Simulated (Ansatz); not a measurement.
Base system: BiB in the zinc blende structure (space group F-43m, No. 216; a hypothetical phase, not in the database extracts checked).

```yaml
crystal:
  lattice:
    - [0.00000, 2.72781, 2.72781]
    - [2.72781, 0.00000, 2.72781]
    - [2.72781, 2.72781, 0.00000]
  atoms:
    - { symbol: Bi, position: [0.75000, 0.75000, 0.75000] }
    - { symbol: B, position: [0.00000, 0.00000, 0.00000] }
```

Levels (all Ansatz, a program for electronic structure, PAW): PBEsol (420 eV, without spin-orbit coupling); r2SCAN (500 eV, without spin-orbit coupling).

The geometry is relaxed with PBEsol.

| Property | Value |
|---|---|
| PBEsol lowest conduction level above the VBM at special points | Γ 0.45 eV; L 0.46 eV; X 0.80 eV; U 1.24 eV |
| PBEsol pressure | 0.00 GPa |
| PBEsol electron mass | 0.034 mₑ (at Γ) |

With r2SCAN at the same geometry, the lowest conduction level above the VBM at special points goes from Γ 0.45 eV; L 0.46 eV; X 0.80 eV; U 1.24 eV to Γ 0.54 eV; L 0.60 eV; X 1.00 eV; U 1.48 eV; the pressure goes from zero to 1.59 GPa; the electron mass becomes 0.036 mₑ (at Γ) (PBEsol: 0.034 mₑ (at Γ)).

Single points use the geometry relaxed with PBEsol. Their cutoffs differ, which shifts pressures a little. Spin-orbit coupling, missing from the scalar runs, can matter with Bi. The levels and masses belong to the bands next to the band gap. Effective masses come from finite differences of ±0.01 Å⁻¹. Stability against distortions was not tested.
